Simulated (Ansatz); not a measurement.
L1₀ (CuAu-type) CuAu was calculated with PBE-D4 (Ansatz, an electronic-structure program, PAW).

Run with plane-wave cutoff 520 eV, 20×20×16 k mesh (along the axes of the cell as run), Fermi–Dirac smearing 0.05 eV, no spin polarisation, scalar-relativistic PAW data made under PBE.

Cell (relaxed at this level):

```
AuCu
1.0
    2.82713     0.00000     0.00000
    0.00000     2.82713     0.00000
    0.00000     0.00000     3.61719
Cu Au
1 1
Direct
  0.00000   0.00000   0.00000
  0.50000   0.50000   0.50000
```

Task: Predict the bulk modulus B0 and pressure derivative B′ of the bulk modulus.

Result: 
- bulk modulus B0: 159 GPa
- pressure derivative B′ of the bulk modulus: 5.4

The run finds no gap.

Note: the bulk modulus comes from volumes at which shape and atoms were relaxed.

Spin–orbit coupling is not included; it can shift volumes and moduli of such heavy elements.

The computed numbers hold no vibrational or temperature effects.

It cost around 6 core-minutes (rough) of CPU time.
